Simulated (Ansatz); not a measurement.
Pb3O4 (Pbam, No. 55, 14 atoms in the cell; start mp-636813; a measured phase of this formula has another space group) was calculated with PBEsol in Ansatz (plane waves, PAW).

Settings: plane-wave cutoff 500 eV, 6×4×12 k mesh (along the axes of the cell as run), gaussian smearing 0.02 eV, scalar-relativistic PAW data made under PBE.

Cell (relaxed at this level):

Space group Pbam (No. 55); a = 6.797 Å, b = 9.932 Å, c = 3.445 Å, α = 90.00°, β = 90.00°, γ = 90.00°

```csv
atom,site,symmetry,x,y,z
Pb,4g,..m,0.0114,0.1897,0.0000
Pb,2d,..2/m,0.0000,0.5000,0.5000
O,4g,..m,0.1636,0.4102,0.0000
O,4h,..m,0.3510,0.1929,0.5000
```

Predict the band gap.


- band gap = 0.93 eV (on the SCF k mesh)

Note: the relaxation could not lower the start's symmetry, so the cell can be a saddle point above a distorted one.

Spin–orbit coupling is not included; with these elements it can move the gap by several tenths of an eV or more.

Static lattice: no zero-point or thermal effects.

Cost on a shared machine: around 9 core-minutes (rough).

A start named mp-… is a Materials Project structure, which need not be a measured phase.

Ansatz is a program for electronic structure.
